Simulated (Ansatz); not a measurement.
An Ansatz (a program for electronic structure) input (r2SCAN/PAW in Ansatz, no SOC):

Ansatz 0.2 input:
```yaml
crystal:
  lattice:
    - [7.2678830409, 0, 0]
    - [-3.6339415204, 6.2941713451, 0]
    - [0, 0, 4.7181620474]
  atoms:
    - { symbol: Na, position: [0, 0, 0] }
    - { symbol: Rb, position: [0.3333333333, 0.6666666667, 0.6718675078] }
    - { symbol: Rb, position: [0.6666666667, 0.3333333333, 0.3281324922] }
basis: { ecutwfc: 500, ecutrho_ratio: 4, xc_grid: 4, fft_grid_basis: typed }
kpoints: { mp_grid: { grid: [8, 8, 10] } }
hamiltonian:
  xc: r2scan
  dispersion: none
  pseudopotentials: { kind: paw }
scf: { occupations: { method: fermi_dirac, width: 0.05 }, convergence: { dr2_threshold: 0.0000000003 } }
output: { forces: true, stress: true }
checkpoint: { write: state.ck, write_every: 1000 }
```

Which symmetry and how many k-points will the program report, and about how many plane waves at Γ?

Space group P-3m1 (ITA 164) with 12 operations, k-points 80 of 640, and 5507 plane waves at Γ.

These are small ordered cells, not random alloys; other orderings at the same x differ. No phonon test of stability was made. The cell was made from Rb by this change: x(Na) = 0.333, 3 atoms, P-3m1.
